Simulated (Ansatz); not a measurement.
Output of an Ansatz run (abridged):

```
WARN ansatz: RAYON_NUM_THREADS=1 ignored (pool sized by the plan → 1); use --threads N
Pseudopotentials: kind: paw
Pseudopotential: Ga, paw, valence charge 13
Pseudopotential: N, paw, valence charge 5
Crystal: 2 atoms, lattice volume = 19.646 Å³
Basis set: ecut = 420 eV, 387 PW (Γ)
Bands: 13, of which v1, the nominal top of the filled ones, is band 9 counted from 1 (8 counted from 0)
Symmetry: 48 space group operations
Space group: Fm-3m (ITA 225), of the structure as read, at distance tolerance 2.7e-5 Å
k-points: 47 of 1000
PAW frozen core: Ga, regenerated for the run's functional, and the local potential with it
PAW frozen core: N, regenerated for the run's functional, and the local potential with it
Initial density: superposition of atomic densities (neutral atoms: chi_scale 0, normalization atom), corrected by the library's trained network
Initial wavefunctions: pseudopotential atomic-orbital guess
Eigensolver: davidson
Functional: x = slater, c = lda
SCF iter   1: F=—  HF=-4081.152685 eV  |F-HF|=—  |Δ(HF+E_count)|=         —  Δρ=1.36e-2  dr2=3.52e-2  ethr=1.77e-3  ⟨swp⟩=4.7  Hψ=3203  notcnv=0
all-band conjugate gradients solve this SCF's bands
preconditioner: auto → none
SCF iter   2: F=—  HF=-4081.145081 eV  |F-HF|=—  |Δ(HF+E_count)|=   7.60e-3  Δρ=6.30e-3  dr2=8.82e-3  ethr=1.96e-4  ⟨swp⟩=2.0  Hψ=1156  notcnv=0
SCF iter   3: F=—  HF=-4081.142902 eV  |F-HF|=—  |Δ(HF+E_count)|=   2.18e-3  Δρ=2.45e-3  dr2=4.46e-4  ethr=4.90e-5  ⟨swp⟩=2.7  Hψ=1162  notcnv=0
SCF iter   4: F=—  HF=-4081.142495 eV  |F-HF|=—  |Δ(HF+E_count)|=   4.07e-4  Δρ=5.24e-4  dr2=2.08e-5  ethr=2.48e-6  ⟨swp⟩=2.0  Hψ=1212  notcnv=0
SCF iter   5: F=—  HF=-4081.142495 eV  |F-HF|=—  |Δ(HF+E_count)|=   6.28e-7  Δρ=1.43e-4  dr2=3.92e-6  ethr=1.16e-7  ⟨swp⟩=2.9  Hψ=1016  notcnv=0
SCF iter   6: F=-4081.142494 eV  HF=-4081.142494 eV  |F-HF|=4.68e-8  |Δ(HF+E_count)|=   1.16e-6  Δρ=1.85e-5  dr2=5.89e-8  ethr=5.56e-10  ⟨swp⟩=3.0  Hψ=2290  notcnv=0
SCF 1 converged in 6 iterations: F = -4081.142494 eV  dr2 = 5.89e-8
SCF converged after 6 iterations
Free energy (F): -4081.142494 eV
Harris-Foulkes:  -4081.142494 eV  (|F-HF|=4.68e-8)
Internal energy: -4081.142494 eV  (E = F + TS)
E sigma→0 (E₀):  -4081.142494 eV
Entropy (-TS):   -0.000000 eV (-0.000 meV/atom)
Fermi energy:    12.196986 eV
--- Per-component energies (eV) ---
  E_band       = 28.887659
  E_kinetic    = 246.013565
  E_local      = -1703.695573  (includes V_loc(G=0)·N_el)
  E_nonlocal   = 479.749271
  E_hartree    = 793.507071
  E_xc         = -127.067984
  E_vxc        = -133.367107  (∫ρ·V_xc dr)
  E_paw        = -2038.220334  (= ΣΔE_a)
  E_vpaw       = -446.824898  (= ΣTr[D̂ρ^β])
  E_aug_tail   = -0.000104  (compensation charges beyond the density's cutoff)
  E_ewald      = -1733.236931
  E_core_change = 1.808524  (= ΣΔE_core)
  E_smearing   = -0.000000  (= −TS)
  E_closure    = -0.000000  (closes the sum)
  Σ components = -4081.142494   (vs F -4081.142494, Δ=0.00e0)
--- Forces (eV/Å), atoms counted from 1 ---
  atom   1  Ga    -0.00000000     0.00000000     0.00000000
  atom   2  N      0.00000000     0.00000000    -0.00000000
  max |Σ_I F_I| component: 6.31e-30 eV/Å
--- Stress (GPa, compression-positive) ---
      -15.290803      -0.000000      -0.000000
       -0.000000     -15.290803      -0.000000
       -0.000000      -0.000000     -15.290803
  P = ⅓ Tr σ = -15.2908 GPa (-152.908 kbar)
  The stress holds the Pulay correction. Without it, at fixed plane waves, as pw.x and ABINIT print it: P = -16.0339 GPa
--- Band table (eV; the first three rows and the last of 47) ---
  k-point 0: bands = ["-4.6758", "-2.0262", "-2.0262", "-2.0262", "-1.9384", "-1.9384", "11.6425", "11.6425", "11.6425", "13.9537", "26.4675", "26.4675", "26.4675"]
  k-point 1: bands = ["-4.4863", "-2.0323", "-2.0173", "-2.0173", "-1.9491", "-1.9491", "10.4323", "11.6627", "11.6627", "14.9486", "24.0452", "25.4657", "25.4657"]
  k-point 2: bands = ["-3.9380", "-2.0464", "-2.0349", "-2.0349", "-1.9361", "-1.9361", "8.4356", "11.7228", "11.7228", "16.2182", "21.9754", "23.7321", "23.7321"]
  k-point 46: bands = ["-3.1851", "-2.0745", "-1.9791", "-1.9495", "-1.7732", "0.9859", "6.4101", "7.5752", "7.5947", "16.2214", "21.5413", "22.0750", "22.5844"]
```

The structure:

```xyz
2
Lattice="0.0000 2.1416 2.1416 2.1416 0.0000 2.1416 2.1416 2.1416 0.0000" Properties=species:S:1:pos:R:3 pbc="T T T"
Ga     0.0000     0.0000     0.0000
N      2.1416     2.1416     2.1416
```

Problem. What input produced this log?

Solution. Other spellings and defaults could give the same log, and not every line can be read from it. The input that was run (DFT, LDA (PW92), plane waves, default PAW files made with PBE):

Ansatz 0.2 input:
```yaml
crystal:
  lattice:
    - [0.00000000, 2.14164100, 2.14164100]
    - [2.14164100, 0.00000000, 2.14164100]
    - [2.14164100, 2.14164100, 0.00000000]
  atoms:
    - { symbol: Ga, position: [0.00000000, 0.00000000, 0.00000000] }
    - { symbol: N, position: [0.50000000, 0.50000000, 0.50000000] }
basis:
  ecutwfc: 420.0
kpoints:
  mp_grid:
    grid: [10, 10, 10]
hamiltonian:
  xc: lda
  pseudopotentials:
    kind: paw
scf:
  occupations:
    method: fermi_dirac
    width: 0.01
output:
  forces: true
  eigenvalues: true
  stress: true
```

The starting cell comes from a database of computed structures (which also holds hypothetical and non-ambient phases and stackings), without a prior relaxation at this level. Its lattice was rescaled by up to half a per cent. With a pressure of about -15 GPa the cell is away from its equilibrium volume at this level. Ansatz's pressure includes its estimate of the finite-basis (Pulay) stress. Without the estimate this run gives -16.03 GPa.

Ansatz is an electronic-structure program.
